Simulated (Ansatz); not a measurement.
We consider rock-salt LaS, described by r²SCAN (PAW; Ansatz, a quantum-chemistry and plane-wave program).

Numerical settings: plane-wave cutoff 560 eV, 16×16×16 k mesh, Fermi–Dirac smearing 0.05 eV, scalar-relativistic PAW data made under PBE.

Cell (relaxed at this level):

```cif
data_LaS
_chemical_formula_sum 'La1 S1'
_space_group_name_H-M_alt 'P 1'
_space_group_IT_number 1
_cell_length_a 4.16397
_cell_length_b 4.16397
_cell_length_c 4.16397
_cell_angle_alpha 60.000
_cell_angle_beta 60.000
_cell_angle_gamma 60.000
loop_
_space_group_symop_operation_xyz
  'x, y, z'
loop_
_atom_site_label
_atom_site_type_symbol
_atom_site_fract_x
_atom_site_fract_y
_atom_site_fract_z
_atom_site_occupancy
La1 La 0.00000 0.00000 0.00000 1
S1 S 0.50000 0.50000 0.50000 1
```

Q: What does this level give for the bulk modulus B0 and pressure derivative B′ of the bulk modulus?

A: 
* **bulk modulus B0**: 84.0 GPa
* **pressure derivative B′ of the bulk modulus**: 4.5

The run finds no gap.

Note: the relaxation could not lower the start's symmetry, so the cell can be a saddle point above a distorted one.

Spin–orbit coupling is not included; it can open a gap where bands touch, and shift volumes and moduli.

Computed values are for the static lattice.

Computing time: very roughly 3 core-minutes.
